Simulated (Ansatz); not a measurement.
Terminations of the (110) surface of bcc V, measured from the surface 'clean 1x1'. Atoms come from or go to: Fe: bcc Fe, ferromagnetic, Ge: germanium, Mg: hcp Mg, Mo: bcc Mo, Si: silicon, Ti: hcp Ti, V: bcc V. ΔE is the energy of forming the row's surface from that one (negative: more stable at these reservoirs); the vacuum level's shift is aligned on the shared bottom. No zero-point or thermal terms. These are constructed structures in small cells; real faces may alloy, dewet or reconstruct in larger ones, and not all known structures of the face are among them. Slabs of about 10 Å with all that they carry, Fermi-Dirac smearing of 0.1 eV. Bottom of the slabs: a bare face, its two planes held. Relaxed from the named starts with such symmetry as they have, on meshes of like density; energies extrapolated to zero smearing; no spin-orbit coupling, no U. Spin-polarised runs, if any, are marked in brackets, and their order is one that fits the cell; the others ran without spin. A dash marks a value that is undefined for that row (no clear gap, or no work function of a gapped slab) or was not read reliably on its mesh.

Level of theory: PBE (plane waves to 420 eV, PAW; Ansatz, a first-principles code).

```
surface                                                                   atoms added per 1x1  ΔE per 1x1 (eV)  shift of the vacuum level (eV)  work function (eV)
------------------------------------------------------------------------  -------------------  ---------------  ------------------------------  ------------------
a pseudomorphic layer of Si in the host's stacking                                      +1 Si            -0.65                            0.35                5.08
a pseudomorphic layer of Mo in the host's stacking                                      +1 Mo                ?                           -0.05                4.69
a pseudomorphic layer of Mg in the host's stacking                                      +1 Mg             0.00                           -0.45                4.28
a pseudomorphic layer of Fe in the host's stacking [spin, 1.7 μB a cell]                +1 Fe                ?                           -0.39                4.34
a layer of Ti in place of the second plane                                        +1 Ti, -1 V             0.34                            0.09                4.82
a layer of Fe in place of the second plane [spin, 0.9 μB a cell]                  +1 Fe, -1 V                ?                           -0.02                4.70
a pseudomorphic layer of Ge in the host's stacking                                      +1 Ge                ?                           -0.02                4.71
```

### Question
Some entries are withheld; supply them.

### Answer

- a pseudomorphic layer of Mo in the host's stacking, ΔE per 1x1 (eV): -0.07
- a pseudomorphic layer of Fe in the host's stacking [spin, 1.7 μB a cell], ΔE per 1x1 (eV): -0.14
- a layer of Fe in place of the second plane [spin, 0.9 μB a cell], ΔE per 1x1 (eV): -0.06
- a pseudomorphic layer of Ge in the host's stacking, ΔE per 1x1 (eV): -0.64
